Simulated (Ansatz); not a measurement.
**Effect of Li interstitial (started 1.97 Å from the nearest host atom) on SiC**

Start from an 8-atom supercell of SiC (space group P6_3mc, No. 186; a = 3.0776 Å, c = 10.0763 Å) at its relaxed geometry.

The change: one Li atom is added in an open site, starting 1.97 Å from the nearest host atom, atoms relaxed at fixed cell, starting from a slightly rattled geometry.

Method: r2SCAN (Ansatz, a quantum-chemistry and plane-wave program), scalar-relativistic without spin-orbit coupling. k-mesh 9×9×9 (Γ-centred); smearing 0.01 eV (Fermi–Dirac).

```csv
quantity,base,changed,shift
pressure,0.0 GPa,18.0 GPa,+18.0 GPa
final site of the added atom,–,6 C at 2.04–2.45 Å and 6 Si at 2.40–2.42 Å,–
```

The magnetic state is the one reached from the starting moments; the real material's order can differ, and small cells can't hold many antiferromagnetic ones. In so small a cell the defect repeats every few ångströms: this is an ordered compound, not a dilute defect. The mesh was chosen for an insulator and is coarse for the gapless case. Seeded moments were not kept for Li interstitial (started 1.97 Å from the nearest host atom). The defect cell is spin-polarised and ends with 0.0 μB.
